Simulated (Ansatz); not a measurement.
The parent structure is CsCaH3 in the cubic perovskite structure (space group Pm-3m, No. 221; a = 4.541 Å; a cell from a computed database, its experimental status unchecked).

Levels (all Ansatz, a first-principles code, PAW): PBEsol (420 eV, no spin-orbit coupling); PBEsol+SOC (420 eV, noncollinear with spin-orbit coupling).

The geometry is relaxed with PBEsol.

| Property | Value |
|---|---|
| PBEsol lowest conduction level above the VBM at special points | M 2.88 eV; R 4.67 eV; X 4.73 eV; Γ 5.58 eV |
| PBEsol pressure | 0.00 GPa |
| PBEsol width of the top valence band | 0.79 eV |

**Question.** What does PBEsol+SOC give at this geometry for the lowest conduction level above the VBM at special points, pressure and width of the top valence band?

**Answer.** The lowest conduction level above the VBM at special points becomes M 2.83 eV; R 4.43 eV; X 4.67 eV; Γ 5.52 eV (PBEsol: M 2.88 eV; R 4.67 eV; X 4.73 eV; Γ 5.58 eV); the pressure hardly moves (0.00 GPa against -0.01 GPa); the width of the top valence band increases by 0.055 eV, from 0.79 eV to 0.85 eV.

Single points use the geometry relaxed with PBEsol. The spin-orbit shifts are approximate. The levels and masses belong to the bands next to the band gap. Whether these cells are dynamically stable was not tested. Many cubic perovskites are stable only at high temperature; tilts and polar distortions were not tested.
